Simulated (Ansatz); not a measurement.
bcc Mo (0 0 1) on zinc-blende BN (1 1 1) (film strained to the substrate, started from cuts of the bulks and a machine-learned relaxation; slabs B35N35 and Mo18, which can lie off the formulas)

A periodic stack without vacuum, bcc Mo (0 0 1) on zinc-blende BN (1 1 1) (film strained to the substrate, started from cuts of the bulks and a machine-learned relaxation; slabs B35N35 and Mo18, which can lie off the formulas): substrate slab B35N35, film Mo18, surface cells [[-1, 3], [-2, 1]] and [[-2, 1], [-1, -1]], film strained by -4.4 and -0.7 %, outermost planes N/B and Mo/Mo as cut, which need not be the usual terminations and can put a slab off its formula.

The start was prepared with a machine-learned potential, and the result is one local minimum, with the in-plane cell held and forces under 0.04 eV/Å; the film can end far from its bulk form.

Computed with PBE (plane waves to 420 eV, PAW; Ansatz, an electronic-structure program). No spin–orbit coupling; the runs are not spin-polarised; PBE gaps are too small against experiment. Its k-point mesh 4×6×1, Fermi–Dirac width 0.05 eV.

```
Item                                                                                                                    Result
-------------------------------------------------------------------------------  ---------------------------------------------
interface area                                                                                                         28.4 Å²
period                                                                                                                 25.23 Å
heights between the nearest atoms of the two slabs at the two interfaces                                      -0.17 and 1.19 Å
B–Mo contacts across the interfaces within 1.22 times the sum of covalent radii                                17, mean 2.39 Å
Mo–N contacts across the interfaces within 1.22 times the sum of covalent radii                                10, mean 2.01 Å
estimate of the barrier                                                          withheld, since the two interfaces are unlike
slope of the mean potential energy in the substrate                                                             -3.3 MV/cm × e
```

```yaml
crystal:
  lattice:
    - [6.78040, -0.00144, -0.11914]
    - [1.45215, 4.19354, -0.12114]
    - [-0.04369, -0.72244, 25.26024]
  atoms:
    - { symbol: B, position: [0.40329, 0.43635, 0.08968] }
    - { symbol: B, position: [0.80874, 0.22296, 0.08911] }
    - { symbol: B, position: [0.20348, 0.02976, 0.08920] }
    - { symbol: B, position: [0.60287, 0.83025, 0.08924] }
    - { symbol: B, position: [0.99769, 0.62853, 0.08906] }
    - { symbol: B, position: [0.00430, 0.98710, 0.17245] }
    - { symbol: B, position: [0.40372, 0.78993, 0.17263] }
    - { symbol: B, position: [0.80317, 0.58767, 0.17244] }
    - { symbol: B, position: [0.20339, 0.38932, 0.17217] }
    - { symbol: B, position: [0.60404, 0.18901, 0.17220] }
    - { symbol: B, position: [0.60426, 0.54760, 0.25533] }
    - { symbol: B, position: [0.00433, 0.34773, 0.25525] }
    - { symbol: B, position: [0.40420, 0.14820, 0.25527] }
    - { symbol: B, position: [0.80417, 0.94779, 0.25525] }
    - { symbol: B, position: [0.20425, 0.74766, 0.25534] }
    - { symbol: B, position: [0.20454, 0.10702, 0.33824] }
    - { symbol: B, position: [0.60482, 0.90680, 0.33813] }
    - { symbol: B, position: [0.00458, 0.70744, 0.33821] }
    - { symbol: B, position: [0.40482, 0.50670, 0.33818] }
    - { symbol: B, position: [0.80506, 0.30692, 0.33825] }
    - { symbol: B, position: [0.80507, 0.66707, 0.42128] }
    - { symbol: B, position: [0.20516, 0.46733, 0.42094] }
    - { symbol: B, position: [0.60620, 0.26497, 0.42085] }
    - { symbol: B, position: [0.00529, 0.06584, 0.42161] }
    - { symbol: B, position: [0.40479, 0.86545, 0.42097] }
    - { symbol: B, position: [0.40561, 0.23056, 0.50249] }
    - { symbol: B, position: [0.80763, 0.02442, 0.50652] }
    - { symbol: B, position: [0.20845, 0.82088, 0.50562] }
    - { symbol: B, position: [0.60220, 0.61976, 0.50300] }
    - { symbol: B, position: [0.00483, 0.42864, 0.50354] }
    - { symbol: B, position: [0.03651, 0.72220, 0.59051] }
    - { symbol: B, position: [0.40141, 0.07000, 0.62522] }
    - { symbol: B, position: [0.79619, 0.45910, 0.58708] }
    - { symbol: B, position: [0.21083, 0.24892, 0.57969] }
    - { symbol: B, position: [0.59383, 0.92147, 0.57947] }
    - { symbol: N, position: [0.97829, 0.62297, 0.02875] }
    - { symbol: N, position: [0.40332, 0.41564, 0.02977] }
    - { symbol: N, position: [0.82705, 0.19831, 0.02883] }
    - { symbol: N, position: [0.20862, 0.00497, 0.02896] }
    - { symbol: N, position: [0.59657, 0.81161, 0.02901] }
    - { symbol: N, position: [0.60450, 0.16963, 0.10974] }
    - { symbol: N, position: [0.00483, 0.96611, 0.11053] }
    - { symbol: N, position: [0.40334, 0.77209, 0.11090] }
    - { symbol: N, position: [0.80187, 0.56764, 0.11052] }
    - { symbol: N, position: [0.20220, 0.37077, 0.10968] }
    - { symbol: N, position: [0.20402, 0.72827, 0.19332] }
    - { symbol: N, position: [0.60372, 0.52840, 0.19332] }
    - { symbol: N, position: [0.00393, 0.32805, 0.19311] }
    - { symbol: N, position: [0.40382, 0.12938, 0.19311] }
    - { symbol: N, position: [0.80380, 0.92811, 0.19311] }
    - { symbol: N, position: [0.80459, 0.28761, 0.27612] }
    - { symbol: N, position: [0.20431, 0.08770, 0.27612] }
    - { symbol: N, position: [0.60431, 0.88756, 0.27606] }
    - { symbol: N, position: [0.00426, 0.68780, 0.27611] }
    - { symbol: N, position: [0.40443, 0.48748, 0.27617] }
    - { symbol: N, position: [0.40460, 0.84646, 0.35894] }
    - { symbol: N, position: [0.80481, 0.64765, 0.35911] }
    - { symbol: N, position: [0.20453, 0.44727, 0.35896] }
    - { symbol: N, position: [0.60572, 0.24574, 0.35889] }
    - { symbol: N, position: [0.00483, 0.04691, 0.35926] }
    - { symbol: N, position: [0.00415, 0.40788, 0.44194] }
    - { symbol: N, position: [0.40601, 0.20641, 0.44098] }
    - { symbol: N, position: [0.80663, 0.00632, 0.44309] }
    - { symbol: N, position: [0.20519, 0.80558, 0.44240] }
    - { symbol: N, position: [0.60527, 0.60359, 0.44134] }
    - { symbol: N, position: [0.60244, 0.96072, 0.52263] }
    - { symbol: N, position: [0.00820, 0.76182, 0.52753] }
    - { symbol: N, position: [0.40670, 0.56252, 0.52529] }
    - { symbol: N, position: [0.80388, 0.37125, 0.52661] }
    - { symbol: N, position: [0.20715, 0.16953, 0.52246] }
    - { symbol: Mo, position: [0.72509, 0.40818, 0.71489] }
    - { symbol: Mo, position: [0.39966, 0.07082, 0.71325] }
    - { symbol: Mo, position: [0.07937, 0.73148, 0.71416] }
    - { symbol: Mo, position: [0.74962, 0.87151, 0.65010] }
    - { symbol: Mo, position: [0.39780, 0.56826, 0.61852] }
    - { symbol: Mo, position: [0.05179, 0.22387, 0.64722] }
    - { symbol: Mo, position: [0.73512, 0.44344, 0.83982] }
    - { symbol: Mo, position: [0.40086, 0.11204, 0.84111] }
    - { symbol: Mo, position: [0.06698, 0.77811, 0.83984] }
    - { symbol: Mo, position: [0.73474, 0.92252, 0.77617] }
    - { symbol: Mo, position: [0.40053, 0.59023, 0.77672] }
    - { symbol: Mo, position: [0.06560, 0.25823, 0.77561] }
    - { symbol: Mo, position: [0.74228, 0.48865, 0.97719] }
    - { symbol: Mo, position: [0.40185, 0.11389, 0.98160] }
    - { symbol: Mo, position: [0.06121, 0.83030, 0.97717] }
    - { symbol: Mo, position: [0.73280, 0.96486, 0.90107] }
    - { symbol: Mo, position: [0.40164, 0.62170, 0.90015] }
    - { symbol: Mo, position: [0.06990, 0.29625, 0.90085] }
```
